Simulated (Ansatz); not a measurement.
Band structure of CoBiO3 (P4mm, 5 atoms in the cell).

```xyz
5
Lattice="3.7159 0.0000 0.0000 0.0000 3.7159 0.0000 0.0000 0.0000 4.0116" Properties=species:S:1:pos:R:3 pbc="T T T"
Co     1.8579     1.8579     2.4985
Bi     0.0000     0.0000     0.2044
O      1.8579     0.0000     2.7924
O      0.0000     1.8579     2.7924
O      1.8579     1.8579     0.6522
```

Level of theory: PBEsol, PAW files made with PBE (plane waves; Ansatz, a first-principles code).

Settings: kpoints.mp_grid.grid = 9 9 9; hamiltonian.xc = pbesol; hamiltonian.pseudopotentials = {kind: paw} (the program's default PAW files); scf.occupations.method = fermi_dirac; scf.occupations.width = 0.0073 Ry; kpoints.band_path.npoints = 8.

The starting cell comes from a database of computed structures (which also holds hypothetical and non-ambient phases and stackings), without a prior relaxation at this level. Its lattice was rescaled by a random factor within 2.5 % of one. Spin-orbit coupling is off. Spin polarisation is off, so a magnetic state, if there is one, cannot be reached.

Levels in eV from the Fermi level, bands 23 to 29:
```json
[
 {"point": "Γ", "23": "-1.66", "24": "-0.78", "25": "-0.78", "26": "-0.10", "27": "-0.07", "28": "3.86", "29": "6.11"},
 {"point": "X", "23": "-0.66", "24": "-0.38", "25": "-0.36", "26": "-0.27", "27": "0.86", "28": "1.81", "29": "4.45"},
 {"point": "M", "23": "-0.42", "24": "-0.29", "25": "-0.28", "26": "-0.28", "27": "3.12", "28": "3.71", "29": "4.25"},
 {"point": "Z", "23": "-1.66", "24": "-0.23", "25": "-0.23", "26": "-0.10", "27": "0.63", "28": "1.47", "29": "5.14"},
 {"point": "R", "23": "-0.45", "24": "-0.14", "25": "0.10", "26": "0.41", "27": "2.56", "28": "3.62", "29": "3.64"},
 {"point": "A", "23": "-0.64", "24": "-0.64", "25": "-0.32", "26": "2.40", "27": "3.12", "28": "5.41", "29": "5.42"}
]
```

Bands cross the Fermi level along this path, so the cell is metallic at this level.

Keys are those of Ansatz 0.2.
